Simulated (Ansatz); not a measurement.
Levels about the gap of amorphous In9Ga9Zn9O37Ba (65 atoms in a cell of 835 Å³, 5.92 g/cm³; zone centre alone, so wide bands show as single levels with stretches between that a denser mesh fills), at the geometry that PBE relaxed, where it gives 2.5 GPa on a denser mesh. The participation number counts the atoms over which a state spreads; weights are charges in smoothed Voronoi cells. The levels come from a single point, so bond lengths are those of that geometry. Method of the levels: r2SCAN, scalar-relativistic without spin-orbit coupling (Ansatz, a program for electronic structure). Sampling: the zone centre alone; Fermi-Dirac width 0.02 eV; no spin polarisation. At PBE the levels at the filled edge of the gap are localised (band-tail or defect states).

Preparation: random packing, a CHGNet melt and quench, and a DFT relaxation. O atoms were pushed apart under 1.9 Å during the dynamics, to hinder bonds among them. The hot cell started wider than the set density and was brought back towards it in steps. It is the lowest in DFT energy of 2 quenches. It is a model cell: composition and starting density were chosen by hand, and all elements were melted together. No dispersion term was used. Its density started from a set value of 5.92 and ended at 5.92 g/cm³. The quench (nominally 210 K/ps over its main leg) was far faster than any real one, so the model tends to hold more defects than a real film. One small periodic cell is one sample of the glass; other quenches scatter about these values. The volume was held where the preparation left it and the shape relaxed, at a PBE pressure of 2.5 GPa. Stress components on the final sampling reach 2.6 GPa.

```json
[
 {"E - E(highest filled), eV": "-0.41", "filling": "filled", "participation number": "9.9", "largest on": "O, 3 neighbours", "weight O": "0.88", "weight In": "0.02", "weight Zn": "0.08", "weight Ga": "0.02"},
 {"E - E(highest filled), eV": "-0.37", "filling": "filled", "participation number": "11.2", "largest on": "O, 3 neighbours", "weight O": "0.88", "weight In": "0.02", "weight Zn": "0.08", "weight Ga": "0.02"},
 {"E - E(highest filled), eV": "-0.32", "filling": "filled", "participation number": "24.7", "largest on": "O, 3 neighbours", "weight O": "0.84", "weight In": "0.01", "weight Zn": "0.13", "weight Ga": "0.02"},
 {"E - E(highest filled), eV": "-0.28", "filling": "filled", "participation number": "19.6", "largest on": "O, 3 neighbours", "weight O": "0.84", "weight In": "0.02", "weight Zn": "0.11", "weight Ga": "0.02"},
 {"E - E(highest filled), eV": "-0.18", "filling": "filled", "participation number": "15.4", "largest on": "O, 3 neighbours", "weight O": "0.83", "weight In": "0.02", "weight Zn": "0.13", "weight Ga": "0.02"},
 {"E - E(highest filled), eV": "-0.06", "filling": "filled", "participation number": "16.2", "largest on": "O, 3 neighbours", "weight O": "0.81", "weight In": "0.02", "weight Zn": "0.16", "weight Ga": "0.02"},
 {"E - E(highest filled), eV": "0.00", "filling": "filled", "participation number": "12.7", "largest on": "O, 3 neighbours", "weight O": "0.79", "weight In": "0.01", "weight Zn": "0.18", "weight Ga": "0.01"},
 {"E - E(highest filled), eV": "1.27", "filling": "empty", "participation number": "55.4", "largest on": "In, 4 neighbours", "weight O": "0.50", "weight In": "0.23", "weight Zn": "0.14", "weight Ga": "0.11"},
 {"E - E(highest filled), eV": "3.88", "filling": "empty", "participation number": "16.0", "largest on": "In, 4 neighbours", "weight O": "0.57", "weight In": "0.29", "weight Zn": "0.06", "weight Ga": "0.08"},
 {"E - E(highest filled), eV": "4.02", "filling": "empty", "participation number": "25.0", "largest on": "In, 6 neighbours", "weight O": "0.57", "weight In": "0.27", "weight Zn": "0.08", "weight Ga": "0.06"},
 {"E - E(highest filled), eV": "4.26", "filling": "empty", "participation number": "27.2", "largest on": "In, 5 neighbours", "weight O": "0.56", "weight In": "0.27", "weight Zn": "0.10", "weight Ga": "0.06"},
 {"E - E(highest filled), eV": "4.31", "filling": "empty", "participation number": "26.5", "largest on": "In, 5 neighbours", "weight O": "0.57", "weight In": "0.29", "weight Zn": "0.08", "weight Ga": "0.05"},
 {"E - E(highest filled), eV": "4.45", "filling": "empty", "participation number": "38.2", "largest on": "In, 6 neighbours", "weight O": "0.56", "weight In": "0.27", "weight Zn": "0.06", "weight Ga": "0.08"},
 {"E - E(highest filled), eV": "4.65", "filling": "empty", "participation number": "35.9", "largest on": "In, 5 neighbours", "weight O": "0.55", "weight In": "0.20", "weight Zn": "0.14", "weight Ga": "0.10"}
]
```

Most localised among these is the filled level at -0.41 eV, on a O atom, which has 3 neighbours (Zn 1.90 Å, Ga 1.93 Å, In 2.11 Å).
